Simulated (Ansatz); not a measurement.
Base system: TiC in the rock salt structure (space group Fm-3m, No. 225; a = 4.3278 Å).

Method: DFT with r2SCAN, PAW potentials and a 500 eV plane-wave cutoff in Ansatz (a first-principles code), without spin-orbit coupling.

For the base:

The volume per atom comes out as 10.13 Å³.

Perturbation: cell and atoms relaxed at a pressure of 5 GPa.

Task: How does this affect the volume per atom?

Result: The volume per atom drops by 0.18 Å³ (10.13 Å³ → 9.95 Å³).

Load acts through the strain it causes; cell and atoms are relaxed under it. No phonon test of stability was made. No other phases were tried under pressure. All final runs are without spin polarisation.
